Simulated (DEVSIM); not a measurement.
System: abrupt GaP p-n junction, at 250 K.

Layer 1 from the left is GaP, thickness (μm) 54.0, Na (cm⁻³) 3.6e15, τn (s) 1e-6, τp (s) 1e-6. Layer 2 from the left is GaP, thickness (μm) 4.50, Nd (cm⁻³) 1.7e16, τn (s) 1e-6, τp (s) 1e-6.

Left contact: ohmic. Right contact: ohmic. Voltage is applied to the left contact. Recombination: SRH at mid-gap, radiative, Auger. Mobility is μmin + (μ − μmin)/(1 + (N/Nref)^α).

The device is made up for the run: typed textbook-type constants, with dimensions and the other settings drawn at random. Values at 300 K; Nc and Nv go as T^1.5, mobilities as T to minus their exponent, the gap by Varshni's rule with the affinity fixed.

GaP: gap (eV) 2.26, affinity (eV) 3.8, permittivity 11.1, Nc (cm⁻³) 1.8e19, Nv (cm⁻³) 1.9e19, μn (cm²/Vs) 250, μp (cm²/Vs) 150, μn,min 10, μp,min 10, Nref,n 4.4e18, Nref,p 1e18, αn 0.8, αp 0.85, T exponent of μn 1.6, T exponent of μp 1.98, B (cm³/s) 1e-13, Cn (cm⁶/s) 1e-30, Cp (cm⁶/s) 1e-30, Varshni α (eV/K) 0.00058, Varshni β (K) 372.

Simulated with DEVSIM: 1D drift-diffusion, Boltzmann statistics, complete ionisation; no tunnelling, impact ionisation, image-force lowering or self-heating.

Dark forward current:

```csv
|V| (V),|J| (A/cm²)
0.95,1.303e-13
1.00,4.277e-13
1.05,1.406e-12
1.10,4.630e-12
1.15,1.528e-11
1.20,5.056e-11
1.25,1.678e-10
1.30,5.591e-10
1.35,1.874e-9
1.40,6.350e-9
1.45,2.202e-8
1.50,8.065e-8
1.55,3.349e-7
1.60,1.748e-6
1.65,1.206e-5
1.70,0.0001026
1.75,0.0009701
1.80,0.009478
1.85,0.08523
1.90,0.4992
1.95,1.622
2.00,3.690
2.05,6.876
2.10,11.29
2.15,16.98
2.20,23.99
```

**Question.** Work out the local ideality factor n = ΔV / (kT/q · ln(J2/J1)) between the rows 0.95 and 1.00 V, 1.75 and 1.80 V, 2.15 and 2.20 V.

**Answer.** kT/q = 21.54 mV. From 0.95 to 1.00 V: ln(4.277e-13/1.303e-13) = 1.189, n = 1.95, near the 2 of recombination in the depletion region. From 1.75 to 1.80 V: ln(0.009478/0.0009701) = 2.279, n = 1.02, near the 1 of diffusion or emission over a barrier. From 2.15 to 2.20 V: ln(23.99/16.98) = 0.346, n = 6.72.

**Question.** Estimate the current at 1.75 V from the Shockley equation with J0 = Σ q ni² D/(N L) coth(W/L), τ joining the SRH, radiative and Auger lifetimes that are on, and W taken as the whole layer.

**Answer.** ni² = 2.18e-8 cm⁻⁶; electrons in the p layer: μ = 334 cm²/Vs, D = 7.19 cm²/s, τ = 1.00e-6 s, L = 26.8 μm, W/L = 2.0, term 2.70e-39 A/cm²; holes in the n layer: μ = 209 cm²/Vs, D = 4.50 cm²/s, τ = 9.98e-7 s, L = 21.2 μm, W/L = 0.21, term 2.09e-39 A/cm². J0 = 4.79e-39 A/cm², and J = J0 exp(qV/kT) = 0.000920 A/cm². The simulation gives 0.000970 A/cm²; the estimate lies 5.2 % below. The estimate leaves out recombination in the depletion region and that region's share of W.
